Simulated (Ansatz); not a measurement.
The starting structures come from a database of crystals and need not be the phases stable at ambient conditions.

The decay constant κ of evanescent states in the gap governs leakage through a thin film.

Input:

```xyz
7
Lattice="8.8448 0.0000 0.0000 2.4694 8.4931 0.0000 2.4694 1.8537 3.5082" Properties=species:S:1:pos:R:3 pbc="T T T"
Cs     1.2347     4.2465     0.0000
Cs     4.4224     0.0000     0.0000
Pd     0.0000     0.0000     0.0000
Cl     9.9202     7.4466     1.5342
Cl     3.8635     2.9001     1.9740
Cl     3.8635     6.6360     0.0000
Cl     7.4507     1.8571     0.0000
```

Space group of this cell: P4/mmm. The cell is taken as given.

Transport runs along the normal of the first two printed cell vectors, the (111) plane of the conventional cell.

The gap is the functional's own, uncorrected, and κ follows it; spin-orbit coupling is left out. Mid-gap values are interpolated between the computed energies.

Question: State the band gap and the smallest decay constant κ at mid-gap according to r2SCAN (Ansatz, an electronic-structure program).

Answer: Gap 2.02 eV on a 8×8×8 mesh; κ = 0.420 1/Å, at (0.500, 0.500) of the in-plane reciprocal vectors. At the zone centre, at the nearest computed energy, the slowest state has κ = 0.43 1/Å.
